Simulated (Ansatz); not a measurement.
Consider interstitial Cu in zinc-blende AlP, charge state +1. These are PBE, PAW (plane waves to 420 eV; Ansatz, a program for electronic structure) values and carry that method's errors.

64-site cell at the relaxed PBE lattice, a 2×2×2 k-point mesh shifted by half a step, smearing 0.01 eV, spin-restricted, no finite-size correction. No zero-point or tunnelling terms. The charge state is imposed; whether it is stable for some Fermi level was not computed. Sites that were not tried may lie lower.

Barriers: single points on a 3×3×3 k-point mesh shifted by half a step at the bands' geometries.

The step: one Cu atom jumps by itself; the atom moves 3.89 Å along (-0.50, -0.50, 0.00) of the unit cell; the moving atom starts with neighbours 6 Al at 2.81; 4 P at 2.41 Å and ends with 6 Al at 2.81; 4 P at 2.41 Å.

**Question.** Estimate the migration barrier of this step that PBE, PAW returns for this input.

**Answer.** 0.60 eV, the same both ways. At the saddle the moving atom has neighbours 2 Al at 2.48, 2 Al at 2.55; P at 2.62, 2 P at 2.73, 2 P at 2.74, P at 2.85 Å. The program found a first-order saddle point.
